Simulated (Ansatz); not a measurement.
BeS (model structure, started from the CdTe type, P6₄22, No. 181, 6 atoms in the cell), treated with LDA (plane waves, PAW; Ansatz, a quantum-chemistry and plane-wave program).

Excerpt of the program's output:

```
Relaxation: its limit of steps is 80 (relax.max_steps)
Crystal: 6 atoms, lattice volume = 78.307 Å³
Basis set: ecut = 520 eV, 2081 PW (Γ), exchange–correlation on 54×54×120 points (8 copies of the dense FFT grid, shifted against one another)
Bands: 18, of which v1, the nominal top of the filled ones, is band 12 counted from 1 (11 counted from 0)
Symmetry: 6 space group operations
Space group: P3121 (ITA 152), of the structure as read, at distance tolerance 4.3e-5 Å
k-points: 69 of 576 (time reversal used)
Functional: x = slater, c = lda
SCF iter   1: F=—  HF=-2878.284140 eV  |F-HF|=—  |Δ(HF+E_count)|=         —  Δρ=5.10e-3  dr2=1.33e-2
SCF iter   2: F=—  HF=-2878.280891 eV  |F-HF|=—  |Δ(HF+E_count)|=   3.25e-3  Δρ=2.43e-3  dr2=2.22e-3
  ...
SCF 1 converged in 7 iterations: F = -2878.280414 eV  dr2 = 6.00e-10
Crystal: 6 atoms, lattice volume = 78.307 Å³
Basis set: ecut = 520 eV, 2105 PW (Γ), exchange–correlation on 54×54×120 points (8 copies of the dense FFT grid, shifted against one another)
Initial density: handed on by an earlier stage of this run
SCF 2 converged in 4 iterations: F = -2878.280417 eV  dr2 = 3.18e-10
Crystal: 6 atoms, lattice volume = 78.307 Å³
SCF 3 converged in 3 iterations: F = -2878.280421 eV  dr2 = 2.55e-9
Crystal: 6 atoms, lattice volume = 78.307 Å³
SCF iter   7: F=—  HF=-2878.280420 eV  |F-HF|=—  |Δ(HF+E_count)|=  2.23e-11  Δρ=9.99e-8  dr2=9.88e-12
SCF iter   8: F=-2878.280420 eV  HF=-2878.280420 eV  |F-HF|=4.55e-13  |Δ(HF+E_count)|=  5.00e-12  Δρ=1.35e-8  dr2=1.62e-13
SCF 4 converged in 8 iterations: F = -2878.280420 eV  dr2 = 1.62e-13
SCF converged after 8 iterations
Free energy (F): -2878.280420 eV
Internal energy: -2878.280420 eV  (E = F + TS)
E sigma→0 (E₀):  -2878.280420 eV
Fermi energy:    8.072918 eV
--- Stress (GPa, compression-positive) ---
       -2.102091       0.000000      -0.000000
        0.000000      -2.102091      -0.000000
       -0.000000      -0.000000      -2.102087
  P = ⅓ Tr σ = -2.1021 GPa (-21.021 kbar)
```

Question: Write an input file that could have produced this run (the log leaves some choices open).

Answer: This is not unique; one that fits is 
Ansatz 0.2 input:
```yaml
crystal:
  lattice:
    - [3.4214684725, 0.0000002656, 0.0]
    - [-1.7107344663, 2.9630784827, 0.0]
    - [0.0, 0.0, 7.7240650662]
  atoms:
    - { symbol: Be, position: [0.0, 0.499989166, 0.6666666667] }
    - { symbol: Be, position: [0.500010834, 0.500010834, 0.0] }
    - { symbol: Be, position: [0.499989166, 0.0, 0.3333333333] }
    - { symbol: S, position: [0.0, 0.4999988779, 0.1666666667] }
    - { symbol: S, position: [0.5000011221, 0.5000011221, 0.5] }
    - { symbol: S, position: [0.4999988779, 0.0, 0.8333333333] }
basis:
  ecutwfc: 520
  ecutrho_ratio: 4
  xc_grid: 2
kpoints:
  mp_grid: { grid: [12, 12, 4] }
hamiltonian:
  xc: lda
  dispersion: none
  pseudopotentials: { kind: paw }
scf:
  occupations: { method: fermi_dirac, width: 0.01 }
output:
  forces: true
  stress: true
  eigenvalues: true
relax:
  f_tol: 0.004
  escape_saddle: false
  max_steps: 80
  cell: { stress_tol: 0.02, fix: [volume] }
```

The cell is one volume of an energy–volume scan, off the minimum.

The PAW data were made under PBE.

Note: the relaxation could raise the start's symmetry but not lower it, so the cell can be a saddle point.

Computing time: around 30 core-seconds (rough).

A model structure was made by putting elements into a prototype or built by hand; it is no filed structure, need not be a known phase, and can be a saddle point held by its symmetry.
